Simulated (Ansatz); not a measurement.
Input:

```
CELL_PARAMETERS angstrom
      3.56226     0.00000     0.00000
      0.00000     3.56226     0.00000
      0.00000     0.00000     3.56226
ATOMIC_POSITIONS crystal
  Y  0.50000 0.50000 0.50000
  Al 0.00000 0.00000 0.00000
```

All values below come from PBEsol, DFPT electron-phonon coupling, linearised Boltzmann equation (plane waves, PAW, scalar-relativistic; Ansatz, a program for electronic structure). Geometry: relaxed with this functional, without spin-orbit coupling.

Question: What phonon-limited resistivity does this give at 300 K?

Answer: 21 μΩ·cm.

Question: How long is the mean free path there?

Answer: 11.6 nm, weighted by the current that each state carries. Wires not much wider than this gain resistivity from their walls.

A metal at this level (no band gap). Only scattering by harmonic phonons is included (no impurities, grain boundaries, electron-electron scattering or thermal expansion). Spin-orbit coupling is left out. The squared frequency of the phonon mode least converged on the k mesh is uncertain by 15 %. The run warned that the eigensolver left some states short of its tolerance. Halving the electron mesh (24x24x24) moves the resistivity by up to 3 % at 300 K, the mean free path by up to 3 %. Smearing 0.20 eV; phonons on a 4x4x4 q mesh, which this run doesn't test.

Computed structure, not matched to a measured one here, so possibly hypothetical: YAl (Pm-3m).
